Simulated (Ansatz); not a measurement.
The reference is Sr in the fcc (Cu type) structure (space group Fm-3m, No. 225; a = 6.1002 Å).

Level of theory: plane-wave PAW DFT at the r2SCAN level (Ansatz, a first-principles code, 500 eV), spin-orbit coupling left out, earlier PAW set.

One change was made to it. Results:

The band gap is still zero; the volume per atom shrinks by 9.97 Å³, from 56.75 Å³ to 46.78 Å³.

Problem. Name the change that was made.
A. pressure 0.3 GPa
B. pressure 10 GPa
C. pressure 3 GPa

Solution. C, pressure 3 GPa. For comparison, the volume per atom in the other runs: pressure 0.3 GPa gives 55.37 Å³; pressure 10 GPa gives 36.54 Å³.

Load acts through the strain it causes; cell and atoms are relaxed under it. No phonon test of stability was made. Measured, Sr leaves this structure (for bcc) near 3.5 GPa (temperature not stated; as listed in Olga Degtyareva, NATO science for peace and security series. B, Physics and biophysics (2010)). Gaps under 0.05 eV, about the width of the smearing, are given as zero.
